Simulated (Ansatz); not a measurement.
SnS2 (Fd-3m, No. 227, 12 atoms in the cell; start mp-1095397; a measured phase of this formula has another space group) was calculated with HSE06 (plane waves, PAW; Ansatz, a quantum-chemistry and plane-wave program).

Run with plane-wave cutoff 460 eV, 4×4×4 k mesh, Fermi–Dirac smearing 0.01 eV, scalar-relativistic PAW data made under PBE.

Cell (relaxed with PBEsol):

```yaml
crystal:
  lattice:
    - [0.00000, 5.17876, 5.17876]
    - [5.17876, 0.00000, 5.17876]
    - [5.17876, 5.17876, 0.00000]
  atoms:
    - { symbol: Sn, position: [0.12500, 0.62500, 0.62500] }
    - { symbol: Sn, position: [0.62500, 0.62500, 0.12500] }
    - { symbol: Sn, position: [0.62500, 0.12500, 0.62500] }
    - { symbol: Sn, position: [0.62500, 0.62500, 0.62500] }
    - { symbol: S, position: [0.87005, 0.37665, 0.37665] }
    - { symbol: S, position: [0.87335, 0.87335, 0.37995] }
    - { symbol: S, position: [0.37665, 0.87005, 0.37665] }
    - { symbol: S, position: [0.87335, 0.87335, 0.87335] }
    - { symbol: S, position: [0.37665, 0.37665, 0.37665] }
    - { symbol: S, position: [0.87335, 0.37995, 0.87335] }
    - { symbol: S, position: [0.37665, 0.37665, 0.87005] }
    - { symbol: S, position: [0.37995, 0.87335, 0.87335] }
```

Task: Predict the band gap and smallest direct gap on the k points sampled.

Result: 
- band gap = 1.99 eV
- smallest direct gap on the k points sampled = 2.14 eV

Note: cell and atoms aren't relaxed at this level (pressure -0.2 GPa).

Spin–orbit coupling is not included.

The computed numbers hold no vibrational or temperature effects.

A start named mp-… is a Materials Project structure, which need not be a measured phase.
